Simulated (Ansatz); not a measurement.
For TaGe (model structure, from the WC type, P-6m2, No. 187), PBE-D3(BJ) (Ansatz, a program for electronic structure, plane waves, PAW) gives:

| Quantity | Value |
|---|---|
| lattice constant a | 3.049 Å |
| c axis length | 4.111 Å |
| enthalpy of formation | -0.207 eV/atom |

What does r²SCAN (plane waves, PAW; Ansatz) give for the same quantities?


- lattice constant a: 3.085 Å (increases by 1.2 %)
- lattice parameter c: 4.073 Å (falls by 0.9 %)
- formation enthalpy: -0.122 eV/atom (moves by +0.085 eV/atom)

Changes are worked out from the printed values.

Unless a cell is named, each level is at its own relaxed cell (PBE-D3(BJ) 16.55, r²SCAN 16.78 Å³/atom).

Levels without +SOC leave out spin–orbit coupling, which shifts energies and cells of such heavy elements.

Ansatz's density-functional and Hartree–Fock values are scalar-relativistic unless marked +SOC, with PAW data made under PBE.

A model structure was made by putting elements into a prototype or built by hand; it is no filed structure, need not be a known phase, and can be a saddle point held by its symmetry.
